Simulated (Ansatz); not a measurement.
Tl: pressure −1 GPa

Base system: Tl in the hcp (Mg type) structure (space group P6_3/mmc, No. 194; a = 3.458 Å, c = 5.523 Å).

Now apply this change: a negative pressure, −1 GPa.

Calculations: Ansatz (a first-principles code), PBEsol, PAW, cutoff 420 eV, spin-orbit coupling left out. Settings: 15×15×9 k-points, 0.05 eV Fermi–Dirac smearing.

```csv
quantity,base,changed,shift
volume per atom,28.60 Å³,29.39 Å³,+0.79 Å³
density,11.87 g/cm³,11.55 g/cm³,-0.32 g/cm³
lattice parameter a,3.458 Å,3.489 Å,+0.0303 Å
c/a ratio,1.597,1.599,+0.0015
shortest interatomic distance,3.408 Å,3.440 Å,+0.032 Å
enthalpy H = E + PV relative to the base's energy,–,-0.18 eV/atom,–
band gap,zero,zero,–
```

Load acts through the strain it causes; cell and atoms are relaxed under it. Stability against distortions was not tested.
